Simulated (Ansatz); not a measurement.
C vacancy in metastable 2H silicon carbide (start: the C site; 96-site cell, 2×2×2 shifted sampling), charge +2. These are PBE, PAW (plane waves to 420 eV; Ansatz, a program for electronic structure) values and carry that method's errors.

```
Item                                             Result
---------------------------------------  --------------
total energy of the defect cell          -42349.6614 eV
total energy of the perfect cell         -42583.4956 eV
μ(C) in graphite, atoms added −1           -250.9442 eV
Δμ(C), C-rich                                  0.000 eV
valence-band maximum on the cell's zero        9.434 eV
image correction with alignment                0.472 eV
Fermi level above the maximum                   1.10 eV
```

Problem. Work out the formation energy.

Solution. E_f = E(defect) − E(perfect) − Σ n μ + q (E_VBM + E_F) + E_corr = 233.834 − (250.944) + (21.067) + (0.472) = 4.43 eV.
